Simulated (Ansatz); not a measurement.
# Short convergence ladders for Zr3Au (Pmm2, 8 atoms in the cell)

```xyz
8
Lattice="5.4805 0.0000 0.0000 0.0000 5.4805 0.0000 0.0000 0.0000 5.4805" Properties=species:S:1:pos:R:3 pbc="T T T"
Zr     2.7403     1.3701     0.0000
Zr     2.7403     4.1104     0.0000
Zr     1.4201     0.0000     2.7403
Zr     4.1104     0.0000     2.7403
Zr     0.0000     2.7403     1.3701
Zr     0.0000     2.7403     4.1104
Au     2.7403     2.7403     2.7403
Au     0.0000     0.0000     0.0000
```

Base method: PBEsol, default PAW files made with PBE (plane waves; Ansatz, a program for electronic structure).

Base settings: basis.ecutwfc = 30.9 Ry; kpoints.mp_grid.grid = 3 3 3; hamiltonian.xc = pbesol; hamiltonian.pseudopotentials = {kind: paw} (the program's default PAW files); scf.occupations.method = fermi_dirac; scf.occupations.width = 0.0073 Ry.

The count of work is k-points × plane waves × bands × iterations; it is no time. 

**Shifted k-point meshes**

In this ladder: kpoints.mp_grid.shift = 0.5 0.5 0.5.

Only quantities that move along the ladder and can be compared are tabulated.

| kpoints.mp_grid.grid | free energy less the last step's (meV/atom) | pressure (GPa) | largest difference of a force vector from the last step's (eV/Å) | count of work / last |
|---|---|---|---|---|
| 1 1 1 | 807.70 | 9.39 | 0.273 | 0.0060 |
| 2 2 2 | -6.62 | -1.36 | 0.060 | 0.0046 |
| 3 3 3 | -19.56 | -2.49 | 0.023 | 0.032 |
| 5 5 5 | 3.52 | -1.98 | 0.003 | 0.12 |
| 7 7 7 | -0.69 | -2.16 | 0.002 | 0.30 |
| 9 9 9 | 0.05 | -2.10 | 0.000 | 0.58 |
| 12 12 12 | 0.00 | -2.11 | 0.000 | 1.0 |

Coarsest kpoints.mp_grid.grid that holds the pressure within 0.5 GPa of the last step, with all finer ones: 3 3 3, at 0.032 of the last step's count of work; the step before is off by 0.75 GPa.

Coarsest kpoints.mp_grid.grid that holds the forces within 0.01 eV/Å of the last step, with all finer ones: 5 5 5, at 0.12 of the last step's count of work; the step before is off by 0.023 eV/Å.

Coarsest kpoints.mp_grid.grid that holds the free energy within 2 meV/atom of the last step, with all finer ones: 7 7 7, at 0.30 of the last step's count of work; the step before is off by 3.5 meV/atom.

**The width of Fermi-Dirac smearing**

In this ladder: kpoints.mp_grid.grid = 5 5 5.

Narrow widths need finer meshes than wide ones, so the last steps can hold mesh noise.

Only quantities that move along the ladder and can be compared are tabulated; pressure and forces are left out, as mesh noise rules them at narrow widths.

```tsv
scf.occupations.width	free energy less the last step's (meV/atom)	energy extrapolated to zero width less the last step's (meV/atom)
0.0735 Ry	-1586.60	-113.04
0.0367 Ry	-405.24	1.76
0.022 Ry	-131.14	5.44
0.0073 Ry	0.00	0.00
```

Widest scf.occupations.width that holds the energy extrapolated to zero width within 2 meV/atom: not settled: the last two steps still differ by 5.4 meV/atom, over half the tolerance, so the ladder does not show it.

Widest scf.occupations.width that holds the free energy within 5 meV/atom: not settled: the last two steps still differ by 130 meV/atom, over half the tolerance, so the ladder does not show it.

The extrapolation to zero width removes most of the smearing's effect on the energy.

**The mesh under tetrahedron occupations**

In this ladder: scf.occupations.method = tetrahedron; scf.occupations.width = default.

Only quantities that move along the ladder and can be compared are tabulated.

```csv
kpoints.mp_grid.grid,free energy less the last step's (meV/atom),pressure (GPa),largest difference of a force vector from the last step's (eV/Å),count of work / last
3 3 3,4.02,-1.98,0.074,0.016
4 4 4,1.15,-2.01,0.025,0.054
5 5 5,-2.76,-2.19,0.012,0.054
7 7 7,1.42,-2.12,0.007,0.12
11 11 11,-0.07,-2.19,0.008,0.42
14 14 14,0.00,-2.20,0.000,1.0
```

Coarsest kpoints.mp_grid.grid that holds the pressure within 0.2 GPa of the last step, with all finer ones: 4 4 4, at 0.054 of the last step's count of work; the step before is off by 0.22 GPa.

Coarsest kpoints.mp_grid.grid that holds the free energy within 1 meV/atom of the last step, with all finer ones: 11 11 11, at 0.42 of the last step's count of work; the step before is off by 1.4 meV/atom.

Coarsest kpoints.mp_grid.grid that holds the forces within 0.02 eV/Å of the last step, with all finer ones: 5 5 5, at 0.054 of the last step's count of work; the step before is off by 0.025 eV/Å.

On the base run: the starting cell comes from a database of computed structures (which also holds hypothetical and non-ambient phases and stackings), without a prior relaxation at this level. Its lattice was rescaled by up to half a per cent. One atom was moved a little off its site on purpose. Ansatz's pressure includes its estimate of the finite-basis (Pulay) stress. Without a gap this mesh is coarse (it stands for a supercell whose shortest vector is 16 Å).

Left out of this page: 2 runs of the series outside the window shown, repeating another row's setting, or not comparable.

Keys are those of Ansatz 0.2.
